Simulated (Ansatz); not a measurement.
BN under load (space group F-43m), PBE, rigid bands in Ansatz (an electronic-structure program). Condition of this run: hydrostatic pressure of -18 GPa (compression positive) (the target of the relaxation). Band gap 4.42 eV, N_c = 2.20e19 cm⁻³ and N_v = 8.95e19 cm⁻³ at 300 K, conductivity masses of 0.397 mₑ (electrons) and 0.707 mₑ (holes). Take k_BT = 0.02585 eV.

Task: A film of it is 5 nm thick. Estimate the confinement energies in an infinite well.

Result: ħ²π²/(2m t²) = 0.376 eV·nm²/(m/mₑ × t²) gives 37.9 meV for electrons and 21.3 meV for holes, so the gap would widen to about 4.48 eV. Finite barriers and nonparabolic bands lower this, and with several valleys or bands the heaviest mass along the normal sets the lowest level, not this average.

Task: What thermal injection velocity √(2k_BT/πm) limits a ballistic channel?

Result: 8.54e6 cm/s for electrons and 6.40e6 cm/s for holes, a ratio of √(m_h/m_e) = 1.33, for dilute carriers.

Task: Find the intrinsic carrier density and the intrinsic Fermi level.

Result: n_i = √(N_c N_v) exp(−E_g/2k_BT) = 4.44e19 × exp(−85.49) = 3.3e-18 cm⁻³. The level lies (k_BT/2) ln(N_v/N_c) = 18 meV from mid-gap (positive towards the conduction band). Each 0.1 eV added to the gap lowers n_i by a factor of 6.9.

Rigid bands with the computed gap; masses take one relaxation time for all states. Spin-orbit coupling is left out. Geometry: cell and atoms relaxed with PBEsol.
